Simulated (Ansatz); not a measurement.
LiF: strain along the normal

LiF (rock salt, Fm-3m, 8.047 Å³/atom at rest) under an equal strain ε in the (001) plane with the normal axis free, as in a coherent film. PBEsol in Ansatz, a plane-wave DFT program (PAW, default set), 420 eV, 14×14×14 Γ-centred mesh, Fermi-Dirac smearing 0.05 eV; ions are relaxed within the symmetry of each cell.

Here s stands for strain and y for normal strain.

| strain (%) | normal strain (%) |
|---|---|
| -3.00 | ? |
| -1.50 | 1.13 |
| -1.00 | 0.74 |
| -0.50 | 0.36 |
| 0.00 | 0.00 |
| 0.50 | -0.36 |
| 1.00 | -0.71 |
| 1.50 | -1.05 |

The 7 complete rows are fitted with a straight line, y against s. Means: s 0, y 0.016. About the means, the sum of products is -5.0800 and the sum of squares of s is 7.0000; the slope is their ratio. Least squares gives y = 0.016 - 0.7257·s. Residuals (row less fit): 0.025, -0.002, -0.019, -0.016, -0.013, 0.000, 0.023; standard error 0.020 (degrees of freedom: 5). The slope, -0.73 ± 0.01, is the elastic response of the normal axis, −2C12/C11 for this plane.

Task: Predict the withheld y at s = -3.00 from the fit, and compare with the calculation.

Result: y = 0.016 - 0.7257 × (-3.0) = 2.193%. The calculation gives 2.38%, 0.187% above the prediction (5.5 % of the range of y in the table). The row lies outside the fitted rows, so this is an extrapolation. From the scatter of the fitted rows alone, a prediction at this place has a standard error of 0.031%, so the miss is 6.0 times that.

One order more, fitted to all 13 runs of the series, follows each within 0.01, so the miss is the next term of a smooth law. Rows are the converged runs of the series near zero and its far end; series whose fitted rows scatter by over a few per cent of the range, as at a crossing or softening among them, aren't shown in this form. Most that stay on the fit to the last digits aren't either.
